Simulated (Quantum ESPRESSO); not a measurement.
Quantum ESPRESSO 7.5, DFT, PBE, plane waves, SSSP 1.1.2 efficiency PBE: bcc Mo, atoms displaced (Mo10), 10 atoms. Basis and mesh were picked for this test and aren't claimed converged.

```json
{
 "cell": "3.15, 3.15, 15.73 Å; 90, 90, 90°",
 "distance_to_the_nearest_atom": "2.33 to 2.69 Å",
 "task": "scf",
 "k mesh": "4×4×1",
 "ecutwfc": "45 Ry",
 "ecutrho": "360 Ry",
 "occupations": "smearing",
 "smearing": "mv",
 "degauss": "0.02 Ry",
 "conv_thr": "1e-08 Ry",
 "tprnfor": "true",
 "tstress": "false",
 "k-point pools (-nk)": "4",
 "diagonalization": "david (default)",
 "k-points computed": "10",
 "bands": "84",
 "electrons": "140",
 "G-vectors of the density": "121183",
 "FFT grid": "36×36×180"
}
```

One run each.

All on 8 ranks. Base settings, kept where nothing else is said: mixing_mode = plain (default), mixing_beta = 0.7 (default), mixing_ndim = 8 (default). The settings tried:
- mixing_mode = TF, mixing_beta = 0.1
- mixing_mode = TF
- mixing_mode = TF, mixing_beta = 0.2
- mixing_beta = 1
- mixing_mode = local-TF, mixing_beta = 0.2
- mixing_ndim = 2
- mixing_ndim = 16
- mixing_mode = TF, mixing_beta = 1
- mixing_mode = local-TF, mixing_beta = 0.1
- mixing_beta = 0.2
- the base settings
- mixing_mode = TF, mixing_beta = 0.4
- mixing_mode = local-TF
- mixing_ndim = 4
- mixing_beta = 0.1
- mixing_mode = local-TF, mixing_beta = 0.4
- mixing_beta = 0.4

Q: Name the extremes by SCF iterations: fewest, most, and any that don't converge.

A: Fewest SCF iterations, with those close behind: mixing_mode = TF (11); mixing_mode = TF, mixing_beta = 1 (11); mixing_mode = local-TF (11); mixing_mode = local-TF, mixing_beta = 0.4 (12). Most among those that reach the base run's result: mixing_beta = 1 (50). No count from: mixing_ndim = 2 (unfinished when stopped at the time that we allowed, after 52 SCF iterations); mixing_ndim = 4 (unfinished when stopped at the time that we allowed, after 97 SCF iterations). All the others converged.

```csv
setting,SCF iterations,end
mixing_mode = TF,11,converged
"mixing_mode = TF, mixing_beta = 1",11,converged
mixing_mode = local-TF,11,converged
"mixing_mode = local-TF, mixing_beta = 0.4",12,converged
"mixing_mode = TF, mixing_beta = 0.4",15,converged
"mixing_mode = local-TF, mixing_beta = 0.2",16,converged
"mixing_mode = TF, mixing_beta = 0.2",17,converged
mixing_ndim = 16,19,converged
mixing_beta = 0.1,22,converged
mixing_beta = 0.2,22,converged
"mixing_mode = local-TF, mixing_beta = 0.1",25,converged
"mixing_mode = TF, mixing_beta = 0.1",26,converged
mixing_beta = 0.4,28,converged
the base settings,31,converged
mixing_beta = 1,50,converged
```
